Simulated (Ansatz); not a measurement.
For SnGe (model structure, within 0.1 Å of Fm-3m, No. 225, 8 atoms in the cell), PBEsol (Ansatz, a first-principles code, PAW) gives:

```
Quantity                   Result
------------------  -------------
volume per atom     23.21 Å³/atom
formation enthalpy  0.120 eV/atom
```

Task: What does PBE-D3(BJ) in Ansatz (plane waves, PAW) give for the same quantities?

Result: 
- equilibrium volume per atom: 23.46 Å³/atom (goes up by 1.1 %)
- formation enthalpy: 0.119 eV/atom (hardly moves)

Changes are worked out from the printed values.

Unless a cell is named, each level is at its own relaxed cell (PBEsol 23.21, PBE-D3(BJ) 23.46 Å³/atom).

Levels without +SOC leave out spin–orbit coupling, which shifts energies and cells of such heavy elements.

Ansatz's density-functional and Hartree–Fock values are scalar-relativistic unless marked +SOC, with PAW data made under PBE.

A model structure was made by putting elements into a prototype or built by hand; it is no filed structure, need not be a known phase, and can be a saddle point held by its symmetry.
